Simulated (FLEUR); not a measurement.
A self-consistent single point of Ag (Fm-3m, 1 atom in the cell) with FLEUR.

Computed with PBE, all-electron FLAPW (FLEUR), scalar-relativistic valence.

```
Ag
1.0
    0.00000     2.05523     2.05523
    2.05523     0.00000     2.05523
    2.05523     2.05523     0.00000
Ag
1
Direct
  0.00000   0.00000   0.00000
```

Reference input (self-consistent single point, DFT, PBE, all-electron FLAPW (FLEUR), scalar-relativistic valence): Kmax = 4.5 1/bohr; GmaxXC = 22.5 1/bohr; xcFunctional = pbe; jspins = 1; l_soc = F; mode = hist; fermiSmearingEnergy = 0.00367493 Htr; mesh (inpgen div1-3) = 5 5 5; inpgen gamma flag = false; Gmax = 22.5 1/bohr; numbands = 0; maxIterBroyd = 25. This run's input differs from it in these lines:

```diff
@@ -51,3 +51,3 @@
          <mtSphere radius="2.54" gridPoints="839" logIncrement="0.015"/>
-         <atomicCutoffs lmax="10" lnonsphr="8"/>
+         <atomicCutoffs lmax="5" lnonsphr="5"/>
          <electronConfig flipSpins="F">
```

Output, abridged:

```
 Iteration:     1   Distance:      13.38360910 me/bohr^3
 Iteration:     2   Distance:      11.07961781 me/bohr^3
 Iteration:     3   Distance:       4.06612795 me/bohr^3
 Iteration:     4   Distance:       4.18016904 me/bohr^3
 Iteration:     5   Distance:       0.97515918 me/bohr^3
 Iteration:     6   Distance:       0.90315866 me/bohr^3
 Iteration:     7   Distance:       1.15675694 me/bohr^3
 Instability in determination of fermi-level,
 doubled temperature broading to continue
 Instability in determination of fermi-level,
 doubled temperature broading to continue
 Instability in determination of fermi-level,
   [... lines left out ...]
 Instability in determination of fermi-level,
 doubled temperature broading to continue
 Instability in determination of fermi-level,
 doubled temperature broading to continue
 Instability in determination of fermi-level,
 doubled temperature broading to continue
 Instability in determination of fermi-level,
 doubled temperature broading to continue
 Instability in determination of fermi-level,
 doubled temperature broading to continue
 Instability in determination of fermi-level,
 doubled temperature broading to continue
 Instability in determination of fermi-level,
 doubled temperature broading to continue
**************FLEUR-Error*****************
Error message: Determination of fermi-level did not converge
Error occurred in subroutine: ef_newton
Hint: change temp. broad., set gauss = T, or use finer k mesh
Error from PE:0/1
 Last known location:
```

The program stopped with an error at about iteration 7. 

The starting cell has typed, rounded lattice constants, without a prior relaxation at this level. Its lattice was rescaled by up to half a per cent. Values depend on the basis (sphere radii, cutoffs, local orbitals), which need not be converged.
